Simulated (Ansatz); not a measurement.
# hcp Mg (0 0 1) on anatase TiO2 (1 1 0) (film strained to the substrate, started from cuts of the bulks and a machine-learned relaxation; slabs O20Ti10 and Mg12, which can lie off the formulas)

A periodic stack without vacuum, hcp Mg (0 0 1) on anatase TiO2 (1 1 0) (film strained to the substrate, started from cuts of the bulks and a machine-learned relaxation; slabs O20Ti10 and Mg12, which can lie off the formulas): substrate slab O20Ti10, film Mg12, surface cells [[0, -1], [1, 0]] and [[1, -1], [2, 1]], film strained by -3.0 and +1.1 %, outermost planes OTi/OTi and Mg/Mg as cut, which need not be the usual terminations and can put a slab off its formula.

The start was prepared with a machine-learned potential, and the result is one local minimum, with the in-plane cell held and forces under 0.04 eV/Å; the film can end far from its bulk form.

The numbers are results of PBE (plane waves to 420 eV, PAW; Ansatz, an electronic-structure program), not measurements. No spin–orbit coupling; the runs are not spin-polarised; PBE gaps are too small against experiment. Its k-point mesh 6×6×1, Fermi–Dirac width 0.05 eV.

| Item | Value |
|---|---|
| interface area | 26.1 Å² |
| period | 24.65 Å |
| heights between the nearest atoms of the two slabs at the two interfaces | 1.16 and 1.91 Å |
| Mg–Ti contacts across the interfaces within 1.22 times the sum of covalent radii | 8, mean 3.16 Å |
| Mg–O contacts across the interfaces within 1.22 times the sum of covalent radii | 6, mean 2.08 Å |

```yaml
crystal:
  lattice:
    - [5.37232, -0.00002, 0.00559]
    - [2.68603, 4.85039, 0.01931]
    - [-1.31358, 0.07925, 24.64961]
  atoms:
    - { symbol: O, position: [0.17473, 0.85680, 0.03931] }
    - { symbol: O, position: [0.73208, 0.39379, 0.09786] }
    - { symbol: O, position: [0.13049, 0.55110, 0.10536] }
    - { symbol: O, position: [0.59448, 0.08762, 0.04378] }
    - { symbol: O, position: [0.71692, 0.88188, 0.15434] }
    - { symbol: O, position: [0.23287, 0.37482, 0.21287] }
    - { symbol: O, position: [0.64456, 0.54964, 0.21019] }
    - { symbol: O, position: [0.13284, 0.05447, 0.15450] }
    - { symbol: O, position: [0.25111, 0.87316, 0.26557] }
    - { symbol: O, position: [0.76438, 0.37367, 0.32070] }
    - { symbol: O, position: [0.18102, 0.54484, 0.32176] }
    - { symbol: O, position: [0.66636, 0.04578, 0.26519] }
    - { symbol: O, position: [0.77870, 0.87199, 0.37533] }
    - { symbol: O, position: [0.28443, 0.37482, 0.43242] }
    - { symbol: O, position: [0.70254, 0.54392, 0.43175] }
    - { symbol: O, position: [0.18968, 0.04612, 0.37595] }
    - { symbol: O, position: [0.32444, 0.87970, 0.48809] }
    - { symbol: O, position: [0.78363, 0.36365, 0.54827] }
    - { symbol: O, position: [0.21278, 0.57336, 0.54654] }
    - { symbol: O, position: [0.71440, 0.04218, 0.48598] }
    - { symbol: Ti, position: [0.40955, 0.47087, 0.05828] }
    - { symbol: Ti, position: [0.91556, 0.96802, 0.09684] }
    - { symbol: Ti, position: [0.93123, 0.46695, 0.16062] }
    - { symbol: Ti, position: [0.44310, 0.96263, 0.20854] }
    - { symbol: Ti, position: [0.45687, 0.46017, 0.26734] }
    - { symbol: Ti, position: [0.97278, 0.95872, 0.31804] }
    - { symbol: Ti, position: [0.98156, 0.45862, 0.37502] }
    - { symbol: Ti, position: [0.50016, 0.96019, 0.42634] }
    - { symbol: Ti, position: [0.50021, 0.46582, 0.48408] }
    - { symbol: Ti, position: [0.02678, 0.96894, 0.53101] }
    - { symbol: Mg, position: [0.25169, 0.96339, 0.64623] }
    - { symbol: Mg, position: [0.54146, 0.31356, 0.60727] }
    - { symbol: Mg, position: [0.89942, 0.59825, 0.59541] }
    - { symbol: Mg, position: [0.45273, 0.14774, 0.74447] }
    - { symbol: Mg, position: [0.77361, 0.47813, 0.72091] }
    - { symbol: Mg, position: [0.11147, 0.80019, 0.74706] }
    - { symbol: Mg, position: [0.13526, 0.13508, 0.85023] }
    - { symbol: Mg, position: [0.47282, 0.46216, 0.84756] }
    - { symbol: Mg, position: [0.79955, 0.80016, 0.85021] }
    - { symbol: Mg, position: [0.51501, 0.11762, 0.96163] }
    - { symbol: Mg, position: [0.84195, 0.46044, 0.95128] }
    - { symbol: Mg, position: [0.17518, 0.79906, 0.95742] }
```
